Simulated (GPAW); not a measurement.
GPAW run on Tl3VSe4 (I-43m, 8 atoms in the cell): self-consistent single point.

Method of the run: LDA (Perdew-Wang 92)+U, GPAW PAW datasets LDA (gpaw-data 1.0.1) (plane waves; GPAW).

```
CELL_PARAMETERS angstrom
     -3.91937     3.91937     3.91937
      3.91937    -3.91937     3.91937
      3.91937     3.91937    -3.91937
ATOMIC_POSITIONS crystal
  V  0.00000 0.00000 0.00000
  Tl 0.50000 0.50000 0.00000
  Tl 0.00000 0.50000 0.50000
  Tl 0.50000 0.00000 0.50000
  Se 0.66378 0.66378 0.66378
  Se 0.33622 0.00000 0.00000
  Se 0.00000 0.00000 0.33622
  Se 0.00000 0.33622 0.00000
```

Reference input (self-consistent single point, DFT LDA (Perdew-Wang 92), plane waves, GPAW PAW datasets LDA (gpaw-data 1.0.1)): mode = pw; ecut = 800 eV; xc = LDA; kpts = 3 3 3; mesh shift (steps) = 0 0 0; occupations.name = fermi-dirac; occupations.width = 0.01 eV; nbands = -6; convergence.density = 1e-05 e/electron; convergence.bands = -4; symmetry.symmorphic = false; symmetry.tolerance = 0.0005. This run's input differs from it in these lines:

```diff
@@ -20,2 +20,3 @@
             xc='LDA',
+            setups={'V': ':d,2.0'},
             kpts=(3, 3, 3),
```

The program printed (abridged):

```
     iter     time        total  log10-change:
                         energy   eigst   dens
iter:   1 --:--:--   -38.585659   -0.03
iter:   2 --:--:--   -38.279784   -0.84  -1.34
iter:   3 --:--:--   -37.197207   -0.89  -1.37
iter:   4 --:--:--   -37.085440   -1.71  -1.63
iter:   5 --:--:--   -37.084451   -2.46  -1.76
iter:   6 --:--:--   -37.694255   -1.46  -1.78
iter:   7 --:--:--   -37.068058   -1.60  -1.55
iter:   8 --:--:--   -37.067957   -2.79  -2.58
iter:   9 --:--:--   -37.068762c  -3.41  -2.71
iter:  10 --:--:--   -37.070676c  -3.36  -2.71
iter:  11 --:--:--   -37.068932c  -3.80  -2.60
iter:  12 --:--:--   -37.067148c  -3.27  -2.73
iter:  13 --:--:--   -37.067013c  -4.32  -3.28
   [... 7 lines left out ...]
iter:  21 --:--:--   -37.067012c  -6.16  -4.42
iter:  22 --:--:--   -37.067011c  -6.47  -4.48
iter:  23 --:--:--   -37.067010c  -7.15  -4.37
iter:  24 --:--:--   -37.067010c  -7.36  -4.66
iter:  25 --:--:--   -37.067010c  -7.53c -4.85
iter:  26 --:--:--   -37.067010c  -7.66c -4.86
iter:  27 --:--:--   -37.067010c  -7.97c -4.91
iter:  28 --:--:--   -37.067010c  -8.60c -5.11c
Converged after 28 iterations.

Dipole moment: (0.000000, -0.000000, -0.000000) |e|*Ang

Energy contributions relative to reference atoms: (reference = -1939079.808950)

Kinetic:        +34.212689
Potential:      -40.530081
External:        +0.000000
XC:             -30.994241
Entropy (-ST):   -0.000000
Local:           +0.244623
SIC:             +0.000000
--------------------------
Free energy:    -37.067010
Extrapolated:   -37.067010

Showing only first 2 kpts
 Kpt  Band  Eigenvalues  Occupancy
  0    36      2.57098    2.00000
  0    37      2.57098    2.00000
  0    38      5.55249    0.00000
  0    39      5.55249    0.00000

  1    36      2.77058    2.00000
  1    37      2.87529    2.00000
  1    38      4.98728    0.00000
  1    39      5.22437    0.00000

Fermi level: 3.52720

Gap: 1.934 eV
Transition (v -> c):
   [... lines left out ...]
Direct gap: 2.058 eV
   [... lines left out ...]
  2 Tl    0.00000   -0.00000   -0.00000
  3 Tl    0.00000   -0.00000   -0.00000
  4 Se    0.09165    0.09165    0.09165
  5 Se    0.09165   -0.09165   -0.09165
  6 Se   -0.09165   -0.09165    0.09165
  7 Se   -0.09165    0.09165   -0.09165

Stress tensor:
     0.019798     0.000000     0.000000
     0.000000     0.019798    -0.000000
     0.000000    -0.000000     0.019798
Stress (GPa, Voigt): [ 3.1719  3.1719  3.1719 -0.      0.      0.    ]
```

The run converged in 28 iterations. GPAW prints stress with tension positive. Against the reference run the pressure goes from -3.42 to -3.17 GPa, the largest force goes from 0.234 to 0.159 eV/Å and the gap on the mesh goes from 1.824 to 1.934 eV.

The starting cell comes from a database of computed structures (which also holds hypothetical and non-ambient phases and stackings), without a prior relaxation at this level. Spin-orbit coupling is off. Spin polarisation is off. The U value is a test value, and with U on an open shell several self-consistent states can exist. With a pressure of about -3 GPa the cell is away from its equilibrium volume at this level.

Cost on one core of a shared machine: roughly 2 min.
